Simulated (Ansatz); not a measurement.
C11b WSi2, treated with BLYP (plane waves, PAW; Ansatz, a quantum-chemistry and plane-wave program).

Settings: plane-wave cutoff 520 eV, 24×24×24 k mesh, Fermi–Dirac smearing 0.05 eV, no spin polarisation, scalar-relativistic PAW data made under PBE.

Response to compression and expansion:

Shape and atoms are relaxed at each volume.

```tsv
V (Å³/atom)	P (GPa)	c (Å)	a (Å)
13.723	8.18	7.854	3.238
14.009	3.86	7.900	3.262
14.295	0.00	7.947	3.285
14.581	-3.44	7.993	3.308
14.867	-6.52	8.040	3.331
```

Note: the bulk modulus comes from volumes at which shape and atoms were relaxed.
